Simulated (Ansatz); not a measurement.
# ZnS (model structure, started from the BN type, Pm-3n, No. 223, 12 atoms in the cell): properties by level of theory

```tsv
level (code)	lattice constant a (Å)	cohesive energy (eV/atom)
LDA (Ansatz)	6.528	3.56
PBE (Ansatz)	[?]	[?]
PBEsol (Ansatz)	[?]	3.17
PBE-D3(BJ) (Ansatz)	[?]	3.03
r²SCAN (Ansatz)	6.639	[?]
r²SCAN+rVV10 (Ansatz)	[?]	3.17
```

Complete the blanks.


- PBE (Ansatz, an electronic-structure program), lattice constant a (Å): 6.700
- PBE (Ansatz), cohesive energy (eV/atom): 2.80
- PBEsol (Ansatz), lattice constant a (Å): 6.601
- PBE-D3(BJ) (Ansatz), lattice constant a (Å): 6.635
- r²SCAN (Ansatz), cohesive energy (eV/atom): 3.05
- r²SCAN+rVV10 (Ansatz), lattice constant a (Å): 6.616

Ansatz's density-functional and Hartree–Fock values are scalar-relativistic unless marked +SOC, with PAW data made under PBE.

Free atoms are spin-polarised, in the lowest state found; at levels without +SOC their spin–orbit coupling is left out.

A model structure was made by putting elements into a prototype or built by hand; it is no filed structure, need not be a known phase, and can be a saddle point held by its symmetry.
